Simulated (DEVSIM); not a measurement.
Structure: Pd/HfO2/n-Si capacitor, at 400 K.

```csv
layer (left to right),material,thickness (nm),Nd (cm⁻³)
1,HfO2,9.90,-
2,Si,2000,8.1e16
```

Metal gate on the left, work function 5.2 eV. Fixed charge at the semiconductor interface 1.1e11 cm⁻² (in units of +e); no interface traps.

This is a model device: material constants are rounded textbook-type values typed into the input, and sizes, dopings and lifetimes were drawn at random. Values at 300 K; Nc and Nv go as T^1.5, mobilities as T to minus their exponent, the gap by Varshni's rule with the affinity fixed.

```tsv
parameter	HfO2	Si
gap (eV)	5.7	1.124
affinity (eV)	2.5	4.05
permittivity	22	11.7
Nc (cm⁻³)	-	2.86e19
Nv (cm⁻³)	-	3.1e19
Varshni α (eV/K)	-	0.000473
Varshni β (K)	-	636
```

Model (solved in DEVSIM): 1D Poisson equation in equilibrium, Boltzmann statistics, complete ionisation; no quantum confinement or tunnelling. Metal contacts follow the ideal Schottky-Mott rule: no Fermi-level pinning, no interface dipoles.

The gate work function was swept, all else fixed.

```json
[
 {"gate work function (eV)": "4.9", "threshold voltage (band bending 2φF) (V)": "-0.10", "flat-band voltage (V)": "0.62"},
 {"gate work function (eV)": "5.05", "threshold voltage (band bending 2φF) (V)": "0.05", "flat-band voltage (V)": "0.77"},
 {"gate work function (eV)": "5.2", "threshold voltage (band bending 2φF) (V)": "0.20", "flat-band voltage (V)": "0.92"},
 {"gate work function (eV)": "5.35", "threshold voltage (band bending 2φF) (V)": "0.35", "flat-band voltage (V)": "1.07"},
 {"gate work function (eV)": "5.5", "threshold voltage (band bending 2φF) (V)": "0.50", "flat-band voltage (V)": "1.22"}
]
```

From the first row to the last the threshold voltage (band bending 2φF) goes from -0.10 to 0.50. From the first row to the last the flat-band voltage goes from 0.62 to 1.22.
